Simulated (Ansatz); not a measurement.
A computed series for hypothetical simple cubic Mo: pressure series

Take Mo in the simple cubic structure (space group Pm-3m, No. 221; a = 2.5692 Å; a hypothetical phase, not in the database extracts checked) as the base.

Cell and atoms are relaxed at each pressure.

Computed with PBEsol (Ansatz, an electronic-structure program, PAW, without spin-orbit coupling).

| pressure (GPa) | volume per atom (Å³/atom) |
|---|---|
| -2 | 17.126 |
| -1 | 17.041 |
| 0 | 16.958 |
| 0.3 | 16.933 |
| 0.7 | 16.901 |
| 1.5 | ? |
| 5 | 16.573 |
| 7.5 | 16.396 |
| 10 | 16.229 |

### Question
Fit the third-order Birch–Murnaghan form P(V) = (3B₀/2)[(V₀/V)^(7/3) − (V₀/V)^(5/3)]·[1 + (3/4)(B₀′ − 4)((V₀/V)^(2/3) − 1)] (squares taken in P) to the rows shown and predict the withheld row.

### Answer
Least squares on the printed values gives V₀ = 16.958 Å³/atom, B₀ = 207 GPa, B₀′ = 4.3; this predicts 16.837 Å³/atom, and the run gives 16.838 Å³/atom, in agreement.

Load acts through the strain it causes; cell and atoms are relaxed under it. Whether these cells are dynamically stable was not tested. Competing high-pressure phases were not computed. All final runs are without spin polarisation.
